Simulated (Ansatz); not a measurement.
Base system: BN (space group P4_2/mnm, No. 136; a = 4.399 Å, c = 2.538 Å; a model cell, its experimental status unchecked).

The change: the cell is scaled by 0.9968 in all directions, atoms relaxed at fixed cell.

Levels (all Ansatz, a first-principles code, PAW): PBEsol (420 eV, scalar-relativistic without spin-orbit coupling); r2SCAN (500 eV, no spin-orbit coupling); HSE06 (420 eV, spin-orbit coupling left out).

At the geometry relaxed with PBEsol, these levels gave the following band gaps, in shuffled order: (a) 4.56 eV, (b) 6.10 eV, (c) 5.30 eV.

Match each gap to its level.

(a) PBEsol; (b) HSE06; (c) r2SCAN.

Single points use the geometry relaxed with PBEsol. HSE06 gaps are upper bounds (no full band path). The cells carry an imposed strain or load. Whether these cells are dynamically stable was not tested.
